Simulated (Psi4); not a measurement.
Psi4 1.11, PBE/def2-svp: B(Me)3 (CB(C)C), 13 atoms. The geometry is a generated start, not checked to be a minimum at this level.

- task: energy
- method: pbe
- basis: def2-svp
- memory: 3 GB
- maxiter: 100
- keys of the molecule block: symmetry c1
- scf_type: df (default)
- e_convergence: 1e-06 (default)
- d_convergence: 1e-06 (default)
- dft_radial_points: 75 (default)
- dft_spherical_points: 302 (default)
- basis functions: 101
- grid points: 278405

```xyz
13

B      0.0000     0.0049     0.0063
C      1.5178    -0.1484    -0.3964
H      1.8994    -1.1491    -0.2011
H      2.1160     0.5239     0.2204
H      1.7315     0.0992    -1.4336
C     -0.5356    -0.6552     1.3361
H     -1.1581    -1.5135     1.0803
H     -1.1782     0.0182     1.9004
H      0.2455    -1.0144     2.0017
C     -0.9827     0.8084    -0.9311
H     -1.9741     0.9658    -0.5126
H     -1.1086     0.2778    -1.8753
H     -0.5730     1.7825    -1.1950
```

With the defaults (diis = true, scf_initial_accelerator = adiis, damping_percentage = 0, guess = auto, which took SAD, diis_max_vecs = 10, soscf = false, soscf_start_convergence = 0.01) it converges in 8 SCF iterations. One run each on 2 threads, with these changes:
- scf_initial_accelerator = none
- soscf = true, soscf_start_convergence = 0.001
- diis_max_vecs = 6
- diis_max_vecs = 3
- diis = false, scf_initial_accelerator = none, damping_percentage = 60
- damping_percentage = 20
- diis_max_vecs = 20
- guess = modhuckel
- guess = sadno

**Question.** Which of these changes keep the SCF from converging, or lead it to another solution?

**Answer.** No convergence: diis = false, scf_initial_accelerator = none, damping_percentage = 60 (the run ends without SCF convergence in 100 iterations). The rest reach the solution of the defaults.

```json
[
 {"setting": "soscf = true, soscf_start_convergence = 0.001", "SCF iterations": "7", "JK calls": "18", "end": "same solution"},
 {"setting": "the defaults", "SCF iterations": "8", "JK calls": "9", "end": "same solution"},
 {"setting": "guess = sadno", "SCF iterations": "8", "JK calls": "8", "end": "same solution"},
 {"setting": "diis_max_vecs = 6", "SCF iterations": "8", "JK calls": "9", "end": "same solution"},
 {"setting": "diis_max_vecs = 20", "SCF iterations": "8", "JK calls": "9", "end": "same solution"},
 {"setting": "scf_initial_accelerator = none", "SCF iterations": "8", "JK calls": "9", "end": "same solution"},
 {"setting": "guess = modhuckel", "SCF iterations": "9", "JK calls": "24", "end": "same solution"},
 {"setting": "diis_max_vecs = 3", "SCF iterations": "10", "JK calls": "11", "end": "same solution"},
 {"setting": "damping_percentage = 20", "SCF iterations": "17", "JK calls": "18", "end": "same solution"},
 {"setting": "diis = false, scf_initial_accelerator = none, damping_percentage = 60", "SCF iterations": "100", "JK calls": "101", "end": "no convergence"}
]
```

An SOSCF iteration holds several JK calls; a Hückel guess adds calls on atoms.
